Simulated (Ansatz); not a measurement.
The reference is SnPt3 in the Cu3Au type structure (space group Pm-3m, No. 221; a = 4.007 Å; relaxed with 0.1 eV smearing). Axes: x, y, z lie along the cube axes.

Perturbation: biaxial strain −3.58 %, plane normal [110], relaxed out of plane (Cartesian); in-plane vectors clamped, the third vector and the atoms free.

Levels (all Ansatz, a first-principles code, PAW): PBEsol (420 eV, no spin-orbit coupling); PBEsol+SOC (420 eV, with spin-orbit coupling).

The geometry is relaxed with PBEsol.

PBEsol pressure: 4.8 GPa

What does PBEsol+SOC give at this geometry for the pressure?

The pressure drops by 0.2 GPa (4.8 GPa → 4.6 GPa).

Single points use the geometry relaxed with PBEsol. The spin-orbit shifts are approximate. Stability against distortions was not tested. The runs without spin-orbit coupling are not spin-polarised.
